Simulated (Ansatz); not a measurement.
# K under a change: K → Li

Base system: K in the bcc (W type) structure (space group Im-3m, No. 229; a = 5.212 Å).

Modification: Li takes the place of K on all its sites, then cell and atoms are relaxed.

Method: plane-wave PAW DFT at the PBEsol level (Ansatz, a quantum-chemistry and plane-wave program, 420 eV), spin-orbit coupling left out. k-mesh 19×19×19 (Γ-centred); smearing 0.05 eV (Fermi–Dirac), for the changed cell.

The volume per atom shrinks by 50.55 Å³ (70.80 Å³ → 20.25 Å³) and the density falls by 0.35 g/cm³ (0.92 g/cm³ → 0.57 g/cm³). The lattice parameter a drops by 1.778 Å (5.212 Å → 3.434 Å) and the space group is still Im-3m (No. 229). The band gap remains zero.

Stability against distortions was not tested.
